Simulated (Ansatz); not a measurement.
**Response to strain in ZnS**

The reference is ZnS in the wurtzite structure (space group P6_3mc, No. 186; a = 3.782 Å, c = 6.208 Å). Axes: x lies along a and z along c of the hexagonal cell.

Strains are applied to the cell and any free atomic positions relax.

All numbers come from Ansatz (a first-principles code) PBEsol, no spin-orbit coupling.

| uniaxial strain ε_xx (%) | band gap (eV) |
|---|---|
| 0 | 2.15 |
| 0.6 | 2.12 |
| 1.2 | ? |
| 1.8 | 2.06 |
| 2.4 | 2.03 |
| 3 | 2.00 |

Fit E_g = E₀ + Dε (ε in %) to the rows shown and predict the withheld row.

Least squares on the printed values gives E₀ = 2.15 eV, D = -50.0 meV per % of strain (largest residual 0.00 eV); this predicts 2.09 eV, and the run gives 2.09 eV, in agreement.

Stability against distortions was not tested.
